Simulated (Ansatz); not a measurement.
## The (111)B surface of zinc-blende GaSb, Sb-terminated, 2x2 with 3 NH2 on 4 top atoms (bottom of the slab: 3 H on 4 bottom sites)

Level of theory: PBE (plane waves to 420 eV, PAW; Ansatz, an electronic-structure program).

Slab: 44 atoms, 15.9 Å thick at the start with caps and adatoms; k 3x3x1, smearing 0.025 eV, dipole-corrected; 8 atoms held, the rest relaxed; no symmetry held; no spin, no spin-orbit, no U. It is one candidate, not shown to be the stable structure of the face.

- gap of the slab on its k-mesh: 0.28 eV
- highest filled level below the top vacuum level: 4.22 eV
- energy released by relaxation: 1.61 eV
- cost: about 40 core-minutes (a rough figure)
